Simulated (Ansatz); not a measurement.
We consider ZnIn2O4 (model structure, started from the defect chalcopyrite type, I-4, No. 82, 7 atoms in the cell), described by LDA (Ansatz, a quantum-chemistry and plane-wave program, plane waves, PAW).

Input:

Ansatz 0.2 input:
```yaml
crystal:
  lattice:
    - [-2.3137766883, 2.3137766883, 4.9789103977]
    - [2.3137766883, -2.3137766883, 4.9789103977]
    - [2.3137766883, 2.3137766883, -4.9789103977]
  atoms:
    - { symbol: In, position: [0.5, 0.5, 0.0] }
    - { symbol: In, position: [0.25, 0.75, 0.5] }
    - { symbol: Zn, position: [0.0, 0.0, 0.0] }
    - { symbol: O, position: [0.334796472, 0.8548681283, -0.036380849] }
    - { symbol: O, position: [0.8912489773, 0.371177321, 1.036380849] }
    - { symbol: O, position: [0.1451318717, 0.1087510227, 0.4799283437] }
    - { symbol: O, position: [0.628822679, 0.665203528, 0.5200716563] }
basis:
  ecutwfc: 520
  ecutrho_ratio: 4
  xc_grid: 2
kpoints:
  mp_grid: { grid: [10, 10, 10] }
  band_path:
    path:
      - [0.0, 0.0, 0.0]
      - [0.0, 0.0, 0.055556]
      - [0.0, 0.0, 0.111111]
      - [0.0, 0.0, 0.166667]
      - [0.0, 0.0, 0.222222]
      - [0.0, 0.0, 0.277778]
      - [0.0, 0.0, 0.333333]
      - [0.0, 0.0, 0.388889]
      - [0.0, 0.0, 0.444444]
      - [0.0, 0.0, 0.5]
      - [0.125, 0.125, 0.375]
      - [0.25, 0.25, 0.25]
      - [0.208333, 0.291667, 0.208333]
      - [0.166667, 0.333333, 0.166667]
      - [0.125, 0.375, 0.125]
      - [0.083333, 0.416667, 0.083333]
      - [0.041667, 0.458333, 0.041667]
      - [0.0, 0.5, 0.0]
      - [0.0, 0.428571, 0.0]
      - [0.0, 0.357143, 0.0]
      - [0.0, 0.285714, 0.0]
      - [0.0, 0.214286, 0.0]
      - [0.0, 0.142857, 0.0]
      - [0.0, 0.071429, 0.0]
      - [0.083333, 0.083333, -0.083333]
      - [0.166667, 0.166667, -0.166667]
      - [0.25, 0.25, -0.25]
      - [0.333333, 0.333333, -0.333333]
      - [0.416667, 0.416667, -0.416667]
      - [0.5, 0.5, -0.5]
      - [0.450998, 0.549002, -0.450998]
      - [0.401995, 0.598005, -0.401995]
      - [0.352993, 0.647007, -0.352993]
      - [0.30399, 0.69601, -0.30399]
      - [-0.30399, 0.30399, 0.30399]
      - [-0.265991, 0.265991, 0.265991]
      - [-0.227993, 0.227993, 0.227993]
      - [-0.189994, 0.189994, 0.189994]
      - [-0.151995, 0.151995, 0.151995]
      - [-0.113996, 0.113996, 0.113996]
      - [-0.075998, 0.075998, 0.075998]
      - [-0.037999, 0.037999, 0.037999]
      - [-0.10798, 0.10798, 0.5]
      - [0.5, 0.5, -0.10798]
      - [0.5, 0.5, -0.163983]
      - [0.5, 0.5, -0.219986]
      - [0.5, 0.5, -0.275989]
      - [0.5, 0.5, -0.331992]
      - [0.5, 0.5, -0.387994]
      - [0.5, 0.5, -0.443997]
    npoints: 1
hamiltonian:
  xc: lda
  dispersion: none
  pseudopotentials: { kind: paw }
scf:
  occupations: { method: fermi_dirac, width: 0.01 }
  convergence: { dr2_threshold: 0.0000000007 }
output:
  forces: true
  stress: true
  eigenvalues: true
  write_bands: true
```

The run printed, among other lines:

```
Crystal: 7 atoms, lattice volume = 106.620 Å³
Basis set: ecut = 520 eV, 2891 PW (Γ), exchange–correlation on 90×90×90 points (8 copies of the dense FFT grid, shifted against one another)
Bands: 38, of which v1, the nominal top of the filled ones, is band 31 counted from 1 (30 counted from 0)
Symmetry: 4 space group operations
Space group: I-4 (ITA 82), of the structure as read, at distance tolerance 4.7e-5 Å
k-points: 144 of 1000 (time reversal used)
Functional: x = slater, c = lda
SCF iter   1: F=—  HF=-16380.914411 eV  |F-HF|=—  |Δ(HF+E_count)|=         —  Δρ=1.78e-2  dr2=3.11e-1
SCF iter   2: F=—  HF=-16380.834625 eV  |F-HF|=—  |Δ(HF+E_count)|=   7.98e-2  Δρ=5.16e-3  dr2=1.09e-2
  ...
SCF iter   9: F=—  HF=-16380.829524 eV  |F-HF|=—  |Δ(HF+E_count)|=   2.38e-9  Δρ=8.94e-7  dr2=1.17e-9
SCF iter  10: F=-16380.829524 eV  HF=-16380.829524 eV  |F-HF|=2.36e-11  |Δ(HF+E_count)|=  5.28e-10  Δρ=3.97e-7  dr2=1.69e-10
SCF 1 converged in 10 iterations: F = -16380.829524 eV  dr2 = 1.69e-10
SCF converged after 10 iterations
Free energy (F): -16380.829524 eV
Internal energy: -16380.829524 eV  (E = F + TS)
E sigma→0 (E₀):  -16380.829524 eV
Fermi energy:    5.855085 eV
--- Forces (eV/Å), atoms counted from 1 ---
  atom   1  In     0.00000000    -0.00000000     0.00000000
  atom   2  In    -0.00000000    -0.00000000     0.00000000
  atom   3  Zn    -0.00000000     0.00000000     0.00000000
  atom   4  O      0.00002703    -0.00004194     0.00005961
  atom   5  O     -0.00002703     0.00004194     0.00005961
  atom   6  O     -0.00004194    -0.00002703    -0.00005961
  atom   7  O      0.00004194     0.00002703    -0.00005961
--- Stress (GPa, compression-positive) ---
       -0.000867      -0.000000       0.000000
        0.000000      -0.000867       0.000000
        0.000000       0.000000       0.001343
  P = ⅓ Tr σ = -0.0001 GPa (-0.001 kbar)
```

The PAW data were made under PBE.

Note: the relaxation could raise the start's symmetry but not lower it, so the cell can be a saddle point.

A model structure was made by putting elements into a prototype or built by hand; it is no filed structure, need not be a known phase, and can be a saddle point held by its symmetry.
